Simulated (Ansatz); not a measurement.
SnBr4 (P2₁/c, No. 14) was calculated with LDA in Ansatz (plane waves, PAW).

Numerical settings: plane-wave cutoff 500 eV, 4×6×4 k mesh (along the axes of the cell as run), gaussian smearing 0.02 eV, scalar-relativistic PAW data made under PBE.

Cell (relaxed at this level):

```cif
data_Br16Sn4
_chemical_formula_sum 'Br16 Sn4'
_space_group_name_H-M_alt 'P21/c'
_space_group_IT_number 14
_space_group_name_Hall '-P 2ybc'
_cell_length_a 9.85944
_cell_length_b 6.66694
_cell_length_c 10.00879
_cell_angle_alpha 90.000
_cell_angle_beta 101.707
_cell_angle_gamma 90.000
loop_
_space_group_symop_operation_xyz
  'x, y, z'
  '-x, -y, -z'
  '-x, y+1/2, -z+1/2'
  'x, -y+1/2, z+1/2'
loop_
_atom_site_label
_atom_site_type_symbol
_atom_site_symmetry_multiplicity
_atom_site_Wyckoff_symbol
_atom_site_fract_x
_atom_site_fract_y
_atom_site_fract_z
_atom_site_occupancy
Br1 Br 4 e 0.04990 0.57580 0.17755 1
Br2 Br 4 e 0.44289 0.40779 0.30547 1
Br3 Br 4 e 0.18428 0.09869 0.06354 1
Sn1 Sn 4 e 0.75316 0.07946 0.12860 1
Br4 Br 4 e 0.68605 0.42546 0.06623 1
```

Problem. Predict the band gap.

Solution. 
- band gap = 2.12 eV (on the SCF k mesh)

Note: the relaxation could not lower the start's symmetry, so the cell can be a saddle point above a distorted one; the volume lies 17 % below that of the published cell.

Spin–orbit coupling is not included.

The computed numbers hold no vibrational or temperature effects.

Ansatz is a first-principles code.
